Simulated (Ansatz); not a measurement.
## What pressure 60 GPa does to V3Si

Take V₃Si in the A15 (Cr3Si type) structure (space group Pm-3n, No. 223; a = 4.650 Å) as the base.

Now apply this change: a hydrostatic pressure of 60 GPa.

Method: Ansatz (a program for electronic structure), PBEsol, PAW, cutoff 420 eV, scalar-relativistic without spin-orbit coupling, earlier PAW set. Settings: 10×10×10 k-points, 0.05 eV Fermi–Dirac smearing.

```csv
quantity,base,changed,shift
volume per atom,12.57 Å³,10.33 Å³,-2.24 Å³
density,5.98 g/cm³,7.27 g/cm³,+1.29 g/cm³
lattice parameter a,4.650 Å,4.356 Å,-0.294 Å
enthalpy H = E + PV relative to the base's energy,–,+4.22 eV/atom,–
band gap,zero,zero,–
```

Final structure:

```
V3Si
1.0
    4.35565     0.00000     0.00000
    0.00000     4.35565     0.00000
    0.00000     0.00000     4.35565
V Si
6 2
Direct
  0.25000   0.00000   0.50000
  0.75000   0.00000   0.50000
  0.00000   0.50000   0.25000
  0.00000   0.50000   0.75000
  0.50000   0.25000   0.00000
  0.50000   0.75000   0.00000
  0.00000   0.00000   0.00000
  0.50000   0.50000   0.50000
```

Load acts through the strain it causes; cell and atoms are relaxed under it. Whether these cells are dynamically stable was not tested. No other phases were tried under pressure. Starting moments died away, wholly or in part, for the base; another magnetic solution may exist. The final runs are not spin-polarised.
